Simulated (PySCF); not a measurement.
PySCF 2.14.0, unrestricted PBE/def2-svp, df: Ni(Cl)(OMe) (C[O][Ni][Cl]), charge 0, multiplicity 3, 7 atoms. The geometry is a generated start, not checked to be a minimum at this level.

```python
import time
import numpy
from pyscf import lib
from pyscf import gto, scf, dft, mp, cc, sgx
lib.logger.TIMER_LEVEL = 4
t0 = time.perf_counter()

mol = gto.M(
    atom='''
Ni    -0.98560000     0.74990000     1.42510000
Cl    -1.93290000     1.74820000     2.76620000
O     -0.12740000    -0.02910000     0.17180000
C      0.60490000    -0.51430000    -0.87200000
H      0.96050000     0.30630000    -1.51080000
H      1.47970000    -1.06260000    -0.49460000
H      0.00070000    -1.19840000    -1.48570000
''',
    basis='def2-svp',
    spin=2,
    max_memory=16000,
    verbose=4,
)
mf = dft.UKS(mol, xc='pbe')
mf = mf.density_fit()
mf.max_cycle = 100
mf.level_shift = 0.2
mf.chkfile = None
mf.kernel()
print('SCF converged:', mf.converged)
print('E(SCF) = %.10f' % mf.e_tot)
print('basis functions:', mol.nao_nr())
print('integrals held in memory:', getattr(mf, '_eri', None) is not None)
t1 = time.perf_counter()
print('wall of the SCF part: %.3f s' % (t1 - t0))
print('run ended')
```

```bash
OMP_NUM_THREADS=16 OPENBLAS_NUM_THREADS=1 python -u run.py
```

The program reports basis functions: 92, grid points: 97144.

Hardware: Arm Neoverse V2, 96 cores on 1 socket, no SMT, 1 L3 cache group.

On 16 threads, 1 BLAS thread this takes 11 s. Wall times, medians of two to five repeats, each run alone on the node (launch to exit). Processes are pinned to neighbouring cores unless said otherwise. The build: PyPI wheel: OpenMP (GNU), a bundled serial OpenBLAS 0.3.3 under its C layer, NumPy's threaded OpenBLAS held to generic ARMv8 kernels, libcint, Libxc; another build can shift the numbers. Scratch files lie in a memory file system.

### Question
Speed this job up; the result has to stay within 1.0 meV/atom in energy, 0.050 in <S²>. Keep to 16 cores.

### Answer
Several could match; the one computed here: going from mf.level_shift = 0.2 Hartree to mf.level_shift = 0 (default), the fastest of the measured ones that keep the result.

```diff
-mf.level_shift = 0.2
```

Time: 11 s to 4.3 s (2.5× as fast). The largest move is in exchange-correlation on the grid (vxc): 7.7 s to 2.9 s. The count of Fock builds goes from 85 to 32. SCF cycles go from 83 to 30. These two results differ by: energy under 0.001 meV/atom, <S²> under 0.001. Others tried: mf.damp = 0.5, mf.diis_start_cycle = 5, mf.level_shift = 0 (default) (4.8 s); mf.diis_space = 16, mf.level_shift = 0 (default) (5.2 s); mf.diis_space = 4, mf.level_shift = 0 (default) (5.8 s); mf.DIIS = ADIIS, mf.level_shift = 0 (default) (8.7 s). 6 planned settings were not run, for want of time.
